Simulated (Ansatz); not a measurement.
Consider the following.

```
CELL_PARAMETERS angstrom
      0.00000     2.97990     2.97990
      2.97990     0.00000     2.97990
      2.97990     2.97990     0.00000
ATOMIC_POSITIONS crystal
  P  0.75000 0.75000 0.75000
  In 0.00000 0.00000 0.00000
```

No spin polarisation.

0.370 holes added to each cell, a density of 7.0×10^21 cm⁻³, with a uniform compensating background at fixed cell and a 300 K Fermi–Dirac width.

Level of theory: PBE/PAW in Ansatz (a program for electronic structure), scalar-relativistic without spin-orbit coupling, earlier PAW set. Γ-centred 22×22×22 mesh, Fermi–Dirac width 0.0259 eV.

### Question
Predict the Fermi level from band edge and gap character.

### Answer
The Fermi level relative to the doped band's edge (positive inside the band; to 0.05 eV) comes out as +0.70 eV and the gap character comes out as direct at Γ.

Charged cell with a jellium background: band edges are those of the host's band count, energies are not comparable with the neutral cell, and many-body gap narrowing is missing. No phonon test of stability was made. The cell was made from InP in the zinc blende structure (space group F-43m, No. 216) by this change: holes 7.0×10^21 cm⁻³.
